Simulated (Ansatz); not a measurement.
Structures of equal composition on the (000-1) surface of wurtzite GaN (N plane on top): 2x2 Mg adatom at H3; 2x2 Mg adatom at T4. The slabs share one bottom face, and each structure is named by its start. These are constructed structures in small cells; real faces may alloy, dewet or reconstruct in larger ones, and not all known structures of the face are among them. Slabs of about 14 Å, Fermi-Dirac smearing of 0.025 eV. Bottom of the slabs: H caps. Relaxed from the named starts with such symmetry as they have, on meshes of like density; energies extrapolated to zero smearing; spin only where a row says so; no spin-orbit coupling, no U. Brackets mark spin-polarised runs, whose order is one that fits the cell. Where a second, spin-polarised start was run, the lower counts.

Method: PBE (plane waves to 420 eV, PAW; Ansatz, a first-principles code).

### Question
Rank these by energy per 1x1 cell (lowest first), as PBE gives it.

### Answer
2x2 Mg adatom at H3 (0.000 eV [spin, 1.0 μB a cell], no gap on the mesh), 2x2 Mg adatom at T4 (0.185 eV (3 Mg–N bonds formed) [spin, 1.0 μB a cell], no gap on the mesh)
